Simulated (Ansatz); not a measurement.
Hf: response to strain

The parent structure is Hf in the hcp (Mg type) structure (space group P6_3/mmc, No. 194; a = 3.198 Å, c = 5.049 Å; relaxed with 0.1 eV smearing). Axes: x lies along a and z along c of the hexagonal cell.

Strains are applied to the cell and any free atomic positions relax.

All numbers come from r2SCAN (Ansatz, an electronic-structure program; PAW; 500 eV plane waves; without spin-orbit coupling).

Notes on the quantities. energy relative to the base: free energy F.

```csv
change,energy relative to the base,shortest interatomic distance
base,0 meV/atom,3.128 Å
tensor shear ε_xz = +2.00 %,+6.5 meV/atom,3.077 Å
tensor shear ε_xz = +1.14 %,+2.1 meV/atom,3.098 Å
tensor shear ε_xz = +1.43 %,+3.3 meV/atom,3.091 Å
tensor shear ε_xz = +0.57 %,+0.5 meV/atom,3.113 Å
tensor shear ε_xz = +0.86 %,+1.2 meV/atom,3.105 Å
tensor shear ε_xz = +0.29 %,+0.1 meV/atom,3.120 Å
tensor shear ε_xz = +1.71 %,+4.8 meV/atom,3.084 Å
```

Whether these cells are dynamically stable was not tested. All final runs are without spin polarisation.
